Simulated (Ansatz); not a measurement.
The starting structures come from a database of crystals and need not be the phases stable at ambient conditions.

The decay constant κ of evanescent states in the gap governs leakage through a thin film.

Given:

```
MgTe
1.0
    4.59020     0.00000     0.00000
   -2.29510     3.97523     0.00000
    0.00000     0.00000     7.43781
Mg Te
2 2
Direct
  0.33333   0.66667   0.99599
  0.66667   0.33333   0.49599
  0.33333   0.66667   0.37401
  0.66667   0.33333   0.87401
```

Space group of this cell: P6_3mc, wurtzite. The cell is taken as given; by PBEsol its mean pressure is -0.6 GPa.

Transport runs along the normal of the first two printed cell vectors, the (001) plane of the conventional cell.

The gap is the functional's own. No spin-orbit coupling. Mid-gap values are interpolated on the energy grid.

**Question.** Compute, with Ansatz (a program for electronic structure) with PBEsol, the band gap and the smallest decay constant κ at mid-gap.

**Answer.** Gap 2.30 eV on a 12×12×4 mesh; κ = 0.148 1/Å, at the zone centre.
